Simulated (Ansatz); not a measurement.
# A computed series for ZnS: pressure series

Start from ZnS in the zinc blende structure (space group F-43m, No. 216; a = 5.357 Å).

Cell and atoms are relaxed at each pressure.

Level of theory: PBEsol (Ansatz, an electronic-structure program), scalar-relativistic without spin-orbit coupling, earlier PAW set.

Candidates:
(a) pressure −2 GPa
(b) pressure 9 GPa
(c) pressure 0.9 GPa
(d) pressure 30 GPa
(e) pressure 4.5 GPa

Base values:

```
Quantity    Value
--------  -------
Band gap  2.08 eV
```

Task: Order them by band gap, lowest first.

Result: (a) pressure −2 GPa (1.97 eV), (c) pressure 0.9 GPa (2.13 eV), (e) pressure 4.5 GPa (2.30 eV), (b) pressure 9 GPa (2.49 eV), (d) pressure 30 GPa (2.54 eV)

Load acts through the strain it causes; cell and atoms are relaxed under it. Whether these cells are dynamically stable was not tested. Measured, ZnS leaves this structure (for rock salt) near 14.7 GPa (temperature not stated; as listed in Datta, Sujoy, Jana, Debnarayan, arXiv (2020)), on rising pressure, with hysteresis.
